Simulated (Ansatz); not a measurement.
# Pt, response to strain

Start from Pt in the fcc (Cu type) structure (space group Fm-3m, No. 225; a = 3.942 Å; relaxed with 0.1 eV smearing). Axes: x, y, z lie along the cube axes.

Strains are applied to the cell and any free atomic positions relax; under biaxial strain the out-of-plane vector relaxes too.

The values are results of r2SCAN (Ansatz, an electronic-structure program; PAW; 500 eV plane waves; spin-orbit coupling left out), not measurements.

| biaxial strain, plane normal [001], relaxed out of plane (%) | out-of-plane strain (%) |
|---|---|
| -3 | 4.29 |
| -2.5 | 3.56 |
| -2 | 2.84 |
| -1.5 | 2.14 |
| -1 | 1.42 |
| -0.5 | ? |
| 0 | 0.00 |

Q: Fit ε⊥ = −νε + γε² (strains in %) to the rows shown and predict the withheld row.

A: Least squares on the printed values gives ν = 1.41 (the biaxial Poisson response) and γ = 0.005 (largest residual 0.01 %); this predicts 0.71 %, and the run gives 0.71 %, in agreement.

No phonon test of stability was made. All final runs are without spin polarisation.
